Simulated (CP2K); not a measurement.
A self-consistent single point of Ta2InC (P6_3/mmc, 8 atoms in the cell) with CP2K.

Method of the run: PBEsol, GPW, DZVP-MOLOPT-SR-GTH basis, GTH-PBE potentials (GTH_POTENTIALS) (CP2K 2026.2).

```
CELL_PARAMETERS angstrom
      3.16751     0.00000     0.00000
     -1.58376     2.74314     0.00000
      0.00000     0.00000    14.53348
ATOMIC_POSITIONS crystal
  Ta 0.66667 0.33333 0.58297
  Ta 0.33333 0.66667 0.41703
  Ta 0.33333 0.66667 0.08297
  Ta 0.66667 0.33333 0.91703
  In 0.66667 0.33333 0.25000
  In 0.33333 0.66667 0.75000
  C  0.00000 0.00000 0.50000
  C  0.00000 0.00000 0.00000
```

Reference input (self-consistent single point, DFT LDA (Pade form), GPW, DZVP-MOLOPT-SR-GTH basis, GTH-PADE potentials (GTH_POTENTIALS)): CUTOFF = 500 Ry; REL_CUTOFF = 40 Ry; SMEAR/METHOD = GAUSSIAN; SIGMA = 0.1 eV; KPOINTS/SCHEME = MONKHORST-PACK 7 7 2; GAMMA_CENTERED = T; XC_FUNCTIONAL = PADE; Ta/BASIS_SET = DZVP-MOLOPT-SR-GTH-q13; Ta/POTENTIAL = GTH-PADE-q13; In/BASIS_SET = DZVP-MOLOPT-SR-GTH-q13; In/POTENTIAL = GTH-PADE-q13; C/BASIS_SET = DZVP-MOLOPT-SR-GTH-q4. This run's input differs from it in these lines:

```diff
@@ -44,3 +44,6 @@
     &XC
-      &XC_FUNCTIONAL PADE
+      &XC_FUNCTIONAL
+        &PBE
+          PARAMETRIZATION PBESOL
+        &END PBE
       &END XC_FUNCTIONAL
@@ -81,3 +84,3 @@
       BASIS_SET DZVP-MOLOPT-SR-GTH-q13
-      POTENTIAL GTH-PADE-q13
+      POTENTIAL GTH-PBE-q13
     &END KIND
@@ -85,3 +88,3 @@
       BASIS_SET DZVP-MOLOPT-SR-GTH-q13
-      POTENTIAL GTH-PADE-q13
+      POTENTIAL GTH-PBE-q13
     &END KIND
@@ -89,3 +92,3 @@
       BASIS_SET DZVP-MOLOPT-SR-GTH-q4
-      POTENTIAL GTH-PADE-q4
+      POTENTIAL GTH-PBE-q4
     &END KIND
```

The program printed (abridged):

```
 SCF WAVEFUNCTION OPTIMIZATION

  Step     Update method      Time    Convergence         Total energy    Change
     1 NoMix/Diag. 0.20E+00      -     1.64300405      -358.4692002081 -3.58E+02
     2 Broy./Diag. 0.20E+00      -     0.04723880      -359.4050979722 -9.36E-01
     3 Broy./Diag. 0.20E+00      -     0.14250175      -358.2332212817  1.17E+00
     4 Broy./Diag. 0.20E+00      -     0.02927516      -357.2590122661  9.74E-01
     5 Broy./Diag. 0.20E+00      -     0.04934242      -356.5836609842  6.75E-01
     6 Broy./Diag. 0.20E+00      -     0.00240246      -356.4244883545  1.59E-01
   [... 21 lines left out ...]
    28 Broy./Diag. 0.20E+00      -     0.00000035      -356.5887212053 -2.87E-08
    29 Broy./Diag. 0.20E+00      -     0.00000026      -356.5887212362 -3.08E-08
    30 Broy./Diag. 0.20E+00      -     0.00000027      -356.5887212651 -2.89E-08
    31 Broy./Diag. 0.20E+00      -     0.00000004      -356.5887213056 -4.05E-08
  *** SCF run converged in    31 steps ***

  Overlap energy of the core charge distribution:               0.00000002201660
  Self energy of the core charge distribution:               -553.29212147105704
  Core Hamiltonian energy:                                    138.26270743504713
  Hartree energy:                                             103.81810223680213
  Exchange-correlation energy:                                -45.37623898849347
  Smearing free energy correction:                             -0.00117053985441
  Fermi energy:                                                 0.44801432755032

  Total energy:                                              -356.58872130555199
  Total energy (extrapolated to sigma->0):                   -356.58813603562476

                     Mulliken Population Analysis

   [... lines left out ...]

 STRESS| Analytical stress tensor [bar]
 STRESS|                        x                   y                   z
 STRESS|      x       -5.84490407762E+04   1.07539044432E+01   3.77305359897E-08
 STRESS|      y        1.07539044432E+01  -5.84368106352E+04   5.26328869689E-02
 STRESS|      z        3.77305359897E-08   5.26328869689E-02  -7.96349229238E+04
 STRESS| 1/3 Trace                                            -6.55069247784E+04
```

The run converged in 31 iterations. Against the reference run the pressure goes from -22.16 to -6.55 GPa and the largest force goes from 1.728 to 0.693 eV/Å.

The starting cell comes from a database of computed structures (which also holds hypothetical and non-ambient phases and stackings), without a prior relaxation at this level. Spin polarisation is off. Values carry the incompleteness of an atom-centred basis. The potentials were made for another functional than the one used. With a pressure of about -7 GPa the cell is away from its equilibrium volume at this level.

Cost on one core of a shared machine: roughly 3 min.
